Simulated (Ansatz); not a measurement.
Worked example: self-consistent single point of Pb (Fm-3m, 1 atom in the cell) in Ansatz (a first-principles code).

Computed with PBE, harder PAW files (source: ansatz) (plane waves; Ansatz).

```
CELL_PARAMETERS angstrom
      0.00000     2.48353     2.48353
      2.48353     0.00000     2.48353
      2.48353     2.48353     0.00000
ATOMIC_POSITIONS crystal
  Pb 0.00000 0.00000 0.00000
```

Reference input (self-consistent single point, DFT, PBE, plane waves, harder PAW files (source: ansatz)): basis.ecutwfc = 580 eV; kpoints.mp_grid.grid = 8 8 8; hamiltonian.xc = pbe; hamiltonian.pseudopotentials = {kind: paw, source: ansatz}; scf.occupations.method = cold; scf.occupations.width = 0.2 eV. This run's input differs from it in these lines:

Ansatz 0.2 input:
```diff
@@ -11,3 +11,3 @@
 kpoints:
-  mp_grid: { grid: [8, 8, 8] }
+  mp_grid: { grid: [6, 6, 6] }
 hamiltonian:
@@ -16,3 +16,3 @@
 scf:
-  occupations: { method: cold, width: 0.2 eV }
+  occupations: { method: cold, width: 0.03 eV }
 output:
```

Output, abridged:

```
SCF iter   1: F=—  HF=-15292.983308 eV  |F-HF|=—  |Δ(HF+E_count)|=         —  Δρ=8.65e-3  dr2=3.38e-2  ethr=3.10e-3  ⟨swp⟩=4.7  Hψ=1215  notcnv=0
all-band conjugate gradients solve this SCF's bands
preconditioner: auto → none
SCF iter   2: F=—  HF=-15292.973447 eV  |F-HF|=—  |Δ(HF+E_count)|=   9.86e-3  S|Δr|=    0.00e0  Δρ=3.66e-3  dr2=2.95e-3  ethr=1.54e-4  ⟨swp⟩=2.4  Hψ=531  notcnv=0  defer=4
SCF iter   3: F=—  HF=-15292.973373 eV  |F-HF|=—  |Δ(HF+E_count)|=   7.43e-5  S|Δr|=    0.00e0  Δρ=1.19e-3  dr2=4.34e-4  ethr=1.34e-5  ⟨swp⟩=1.0  Hψ=236  notcnv=0  defer=4
SCF iter   4: F=—  HF=-15292.973438 eV  |F-HF|=—  |Δ(HF+E_count)|=   6.49e-5  S|Δr|=    0.00e0  Δρ=1.34e-4  dr2=2.68e-6  ethr=1.97e-6  ⟨swp⟩=2.1  Hψ=347  notcnv=0  defer=4
SCF iter   5: F=—  HF=-15292.973439 eV  |F-HF|=—  |Δ(HF+E_count)|=   8.22e-7  S|Δr|=    0.00e0  Δρ=1.02e-5  dr2=1.31e-8  ethr=4.55e-10  ⟨swp⟩=5.9  Hψ=1286  notcnv=0
SCF iter   6: F=-15292.973438 eV  HF=-15292.973438 eV  |F-HF|=1.58e-10  |Δ(HF+E_count)|=   2.05e-9  S|Δr|=    0.00e0  Δρ=9.40e-7  dr2=7.82e-11  ethr=5.93e-11  ⟨swp⟩=2.0  Hψ=756  notcnv=0
SCF 1 converged in 6 iterations: F = -15292.973438 eV  dr2 = 7.82e-11
Stability not checked (fill_not_monotonic)
Free energy (F): -15292.973438 eV
Internal energy: -15292.972731 eV  (E = F + TS)
E sigma→0 (E₀):  -15292.973203 eV
Entropy (-TS):   -0.000707 eV (-0.707 meV/atom)
Fermi energy:    13.207342 eV
--- Forces (eV/Å), atoms counted from 1 ---
  atom   1  Pb     0.00000000    -0.00000000     0.00000000
--- Stress (GPa, compression-positive) ---
        2.724482      -0.000000      -0.000000
       -0.000000       2.724482      -0.000000
       -0.000000      -0.000000       2.724482
  P = ⅓ Tr σ = 2.7245 GPa (27.245 kbar)
  The stress holds the Pulay correction. Without it, at fixed plane waves, as pw.x and ABINIT print it: P = 2.7238 GPa
```

The run converged in 6 iterations. Against the reference run the free energy rises by 113 meV/atom and the pressure goes from 1.99 to 2.72 GPa.

The starting cell comes from a database of computed structures (which also holds hypothetical and non-ambient phases and stackings), without a prior relaxation at this level. Its lattice was rescaled by a random factor within 2.5 % of one. Ansatz's pressure includes its estimate of the finite-basis (Pulay) stress.
